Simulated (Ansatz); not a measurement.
Abridged Ansatz (a program for electronic structure) output:

```
Relaxation: its limit of steps is 50 (relax.max_steps)
Pseudopotential: Al, paw, valence charge 3
Pseudopotential: N, paw, valence charge 5
Crystal: 2 atoms, lattice volume = 21.499 Å³
Basis set: ecut = 420 eV, 411 PW (Γ), exchange–correlation on 48×48×48 points (8 copies of the dense FFT grid, shifted against one another)
Bands: 8, of which v1, the nominal top of the filled ones, is band 4 counted from 1 (3 counted from 0)
Symmetry: 8 space group operations
k-points: 196 of 2197 (time reversal used)
Functional: x = pbesol(κ = 0.804, μ = 0.12345679012345678), c = pbesol(β = 0.046)
SCF iter   1: F=—  HF=-905.908515 eV  |F-HF|=—  |Δ(HF+E_count)|=         —  Δρ=9.84e-3  dr2=2.25e-2  ethr=1.77e-3  ⟨swp⟩=4.6  Hψ=11471  notcnv=0
SCF iter   2: F=—  HF=-905.903065 eV  |F-HF|=—  |Δ(HF+E_count)|=   5.45e-3  Δρ=4.36e-3  dr2=3.27e-3  ethr=2.81e-4  ⟨swp⟩=2.7  Hψ=4363  notcnv=0
SCF 1 converged in 6 iterations: F = -905.902099 eV  dr2 = 1.88e-11
relax step   1: F+E_penalty+E_count = -905.90209932 eV  Δ(F+E_penalty+E_count) = +0.000e0 eV  max|allowed force component| = 1.527e-16 eV/Å  Δτ_max = 0.0000 Å  (6 SCF iters, accepted)
SCF converged after 6 iterations
Free energy (F): -905.902099 eV
Internal energy: -905.902099 eV  (E = F + TS)
E sigma→0 (E₀):  -905.902099 eV
Fermi energy:    8.229743 eV
--- Forces (eV/Å), atoms counted from 1 ---
  atom   1  Al     0.00000000     0.00000000    -0.00000000
  atom   2  N     -0.00000000    -0.00000000     0.00000000
--- Stress (GPa, compression-positive) ---
       -3.599920       0.000000       0.000000
       -0.000000      -3.599920       0.000000
       -0.000000       0.000000      -7.097303
  P = ⅓ Tr σ = -4.7657 GPa (-47.657 kbar)
--- Relaxed structure (1 steps of the walk, 1 accepted, 0 SCFs on fresh bases) ---
  atoms:
    - { symbol: Al, position: [0.0, 0.0, 0.0] }
    - { symbol: N, position: [0.25, 0.25, 0.25] }
```

Q: What was computed, and what are the main results?

A: AlN, 2 atoms in the cell, with DFT with PBEsol, PAW potentials and a 420 eV plane-wave cutoff in Ansatz, no spin-orbit coupling. The last SCF converged to F = -905.902099 eV, or -452.9510 eV per atom, at a pressure of -4.77 GPa. The total energy compares only with runs of the same code, potentials and settings.

The cells carry an imposed strain or load. Whether these cells are dynamically stable was not tested. The cell was made from AlN in the zinc blende structure (space group F-43m, No. 216) by this change: uniaxial strain ε_zz = +2.50 %. This is not the structure that AlN has at room temperature and ambient pressure.

Keys are those of Ansatz 0.2.
